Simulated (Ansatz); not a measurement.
Results of PBEsol in Ansatz (plane waves, PAW) for BaAlGeH (P3m1, No. 156, 4 atoms in the cell; start mp-1207108).

Settings: plane-wave cutoff 500 eV, 12×12×8 k mesh (along the axes of the cell as run), Fermi–Dirac smearing 0.05 eV, scalar-relativistic PAW data made under PBE.

Cell (relaxed at this level):

```cif
data_HAlBaGe
_chemical_formula_sum 'Ba1 Al1 Ge1 H1'
_space_group_name_H-M_alt 'P 1'
_space_group_IT_number 1
_cell_length_a 4.32841
_cell_length_b 4.32841
_cell_length_c 5.09370
_cell_angle_alpha 90.000
_cell_angle_beta 90.000
_cell_angle_gamma 120.000
loop_
_space_group_symop_operation_xyz
  'x, y, z'
loop_
_atom_site_label
_atom_site_type_symbol
_atom_site_fract_x
_atom_site_fract_y
_atom_site_fract_z
_atom_site_occupancy
Ba1 Ba 0.33333 0.66667 0.09795 1
Al1 Al 0.00000 0.00000 0.63705 1
Ge1 Ge 0.66667 0.33333 0.55195 1
H1 H 0.00000 0.00000 0.97905 1
```

Problem. What does this level give for the band gap?

Solution. 
- band gap = 0.73 eV (on the SCF k mesh)

Note: the relaxation could not lower the start's symmetry, so the cell can be a saddle point above a distorted one.

Spin–orbit coupling is not included.

Computed values are for the static lattice.

It cost roughly 100 core-seconds of CPU time.

A start named mp-… is a Materials Project structure, which need not be a measured phase.

Ansatz is a quantum-chemistry and plane-wave program.
